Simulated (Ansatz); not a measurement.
Start from AlN in the wurtzite structure (space group P6_3mc, No. 186; a = 3.107 Å, c = 4.978 Å). Axes: x lies along a and z along c of the hexagonal cell.

Level of theory: plane-wave PAW DFT at the r2SCAN level (Ansatz, a first-principles code, 500 eV), spin-orbit coupling left out.

Before the change:

* **Shortest interatomic distance**: 1.888 Å
* **Band gap**: 4.88 eV
* **Gap character**: direct at Γ

Perturbation: biaxial strain −0.22 %, plane normal [001], relaxed out of plane (Cartesian); in-plane vectors clamped, the third vector and the atoms free.

Question: Estimate the effect on the shortest interatomic distance.

Answer: The shortest interatomic distance falls by 0.003 Å, from 1.888 Å to 1.885 Å.

Question: Predict the new band gap.

Answer: The band gap grows by 0.05 eV (4.88 eV → 4.93 eV).

Question: What does the calculation give for the gap character after the change?

Answer: The gap character stays direct at Γ.

Stability against distortions was not tested.
